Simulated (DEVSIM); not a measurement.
Structure: abrupt Ge p-n junction, at 400 K.

```tsv
layer (left to right)	material	thickness (μm)	Nd (cm⁻³)	Na (cm⁻³)	τn (s)	τp (s)
1	Ge	0.750	-	2.2e17	2.4e-6	2.4e-6
2	Ge	50.0	1.4e14	-	2.4e-6	2.4e-6
```

Left contact: ohmic. Right contact: ohmic. Voltage is applied to the left contact. Recombination: SRH at mid-gap. Mobility is μmin + (μ − μmin)/(1 + (N/Nref)^α).

Constants are typed, rounded textbook-type inputs, not results; the design itself was drawn at random and stands for no fabricated device. Values at 300 K; Nc and Nv go as T^1.5, mobilities as T to minus their exponent, the gap by Varshni's rule with the affinity fixed.

| parameter | Ge |
|---|---|
| gap (eV) | 0.664 |
| affinity (eV) | 4 |
| permittivity | 16 |
| Nc (cm⁻³) | 1.04e19 |
| Nv (cm⁻³) | 6e18 |
| μn (cm²/Vs) | 3900 |
| μp (cm²/Vs) | 1900 |
| μn,min | 150 |
| μp,min | 100 |
| Nref,n | 2.6e17 |
| Nref,p | 4e17 |
| αn | 0.56 |
| αp | 0.6 |
| T exponent of μn | 1.66 |
| T exponent of μp | 2.33 |
| Varshni α (eV/K) | 0.000477 |
| Varshni β (K) | 235 |

Model (solved in DEVSIM): 1D drift-diffusion, Boltzmann statistics, complete ionisation; no tunnelling, impact ionisation, image-force lowering or self-heating.

The temperature was swept, all else fixed.

```
temperature (K)  largest field in the device at zero bias (V/cm)  potential step across the device at zero bias (V)  dark forward voltage at 100 A/cm² (V)
---------------  -----------------------------------------------  -------------------------------------------------  -------------------------------------
250                                                        20000                                              0.382                                  0.515
300                                                        22000                                              0.289                                  0.475
350                                                        24000                                              0.216                                  0.409
400                                                        25000                                              0.175                                  0.295
450                                                        25000                                              0.140                                  0.171
500                                                        24000                                              0.104                                  0.080
```

From the first row to the last the largest field in the device at zero bias goes from 20000 to 24000. From the first row to the last the potential step across the device at zero bias goes from 0.382 to 0.104.
